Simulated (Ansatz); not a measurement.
## BP, element substitutions

Consider BP in the zinc blende structure (space group F-43m, No. 216).

```yaml
crystal:
  lattice:
    - [0.00000, 2.27414, 2.27414]
    - [2.27414, 0.00000, 2.27414]
    - [2.27414, 2.27414, 0.00000]
  atoms:
    - { symbol: P, position: [0.75000, 0.75000, 0.75000] }
    - { symbol: B, position: [0.00000, 0.00000, 0.00000] }
```

Each row replaces one element on all its sites; cell and atoms are relaxed.

Levels (all Ansatz, a first-principles code, PAW, earlier PAW set): PBE (420 eV, no spin-orbit coupling); r2SCAN (500 eV, without spin-orbit coupling).

The base cell above is that of PBE; each level relaxes its own structures.

```
case    lattice parameter a, PBE  lattice parameter a, r2SCAN
------  ------------------------  ---------------------------
B → Ag                   5.630 Å                          [?]
B → In                   5.960 Å                      5.908 Å
B → Hg                   5.891 Å                          [?]
```

Problem. Some entries are withheld; estimate them.

Solution. 
- B → Ag, lattice parameter a, r2SCAN: 5.587 Å
- B → Hg, lattice parameter a, r2SCAN: 5.828 Å

PBE lies above r2SCAN in every row, by 0.043 Å to 0.063 Å. They put the cases in the same order.

Stability against distortions was not tested. As relaxed here, AgP and HgP are hypothetical phases, not in the database extracts checked. All final runs are without spin polarisation. An odd electron count without spin: HgP.
